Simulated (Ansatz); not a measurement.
The structure below was relaxed with PBE (Ansatz, a quantum-chemistry and plane-wave program), spin-orbit coupling left out, earlier PAW set, at pressure 9 GPa.

```xyz
1
Lattice="-1.7901 1.7901 1.7901 1.7901 -1.7901 1.7901 1.7901 1.7901 -1.7901" Properties=species:S:1:pos:R:3 pbc="T T T"
Na     0.0000     0.0000     0.0000
```

Task: Find the space group and the Wyckoff positions.

Result: Space group Im-3m (No. 229); a = b = c = 3.5802 Å, α = β = γ = 90.00°

| atom | site | symmetry | x | y | z |
|---|---|---|---|---|---|
| Na | 2a | m-3m | 0.0000 | 0.0000 | 0.0000 |

Task: Describe the coordination.

Result: The crystal has 2 atoms in its conventional cell. Cell: a = 3.580 Å, b = 3.580 Å, c = 3.580 Å, α = 90.00°, β = 90.00°, γ = 90.00°. Na has 8 Na at 3.101 Å and 6 Na at 3.580 Å. (Neighbours: up to the widest gap in distance over summed covalent radii, below 1.35, at either atom.)

Load acts through the strain it causes; cell and atoms are relaxed under it. Stability against distortions was not tested. Competing high-pressure phases were not computed. The cell was made from Na in the bcc (W type) structure (space group Im-3m, No. 229) by this change: pressure 9 GPa.
